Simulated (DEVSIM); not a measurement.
System: Si p-i-n diode, at 250 K.

Layer 1 from the left is Si, thickness (μm) 0.290, Na (cm⁻³) 1.1e18, τn (s) 0.00015, τp (s) 0.00015. Layer 2 from the left is Si, thickness (μm) 0.470, Nd (cm⁻³) 1.3e12, τn (s) 0.00015, τp (s) 0.00015. Layer 3 from the left is Si, thickness (μm) 0.830, Nd (cm⁻³) 5.4e18, τn (s) 0.00015, τp (s) 0.00015.

Left contact: ohmic. Right contact: ohmic. Voltage is applied to the left contact. Recombination: SRH at mid-gap, radiative, Auger. Mobility is constant in doping.

Constants are typed, rounded textbook-type inputs, not results; the design itself was drawn at random and stands for no fabricated device. Values at 300 K; Nc and Nv go as T^1.5, mobilities as T to minus their exponent, the gap by Varshni's rule with the affinity fixed.

Si: gap (eV) 1.124, affinity (eV) 4.05, permittivity 11.7, Nc (cm⁻³) 2.86e19, Nv (cm⁻³) 3.1e19, μn (cm²/Vs) 1417, μp (cm²/Vs) 470, T exponent of μn 2.3, T exponent of μp 2.2, B (cm³/s) 4.7e-15, Cn (cm⁶/s) 2.8e-31, Cp (cm⁶/s) 9.9e-32, Varshni α (eV/K) 0.000473, Varshni β (K) 636.

DEVSIM, 1D drift-diffusion, Boltzmann statistics, complete ionisation; no tunnelling, impact ionisation, image-force lowering or self-heating.

Problem. What does the simulation give for the potential step across the device at zero bias, the dark forward voltage at 1 A/cm², the dark forward voltage at 100 A/cm²?

Solution. potential step across the device at zero bias 1.040 V; dark forward voltage at 1 A/cm² 0.735 V; dark forward voltage at 100 A/cm² 0.835 V.
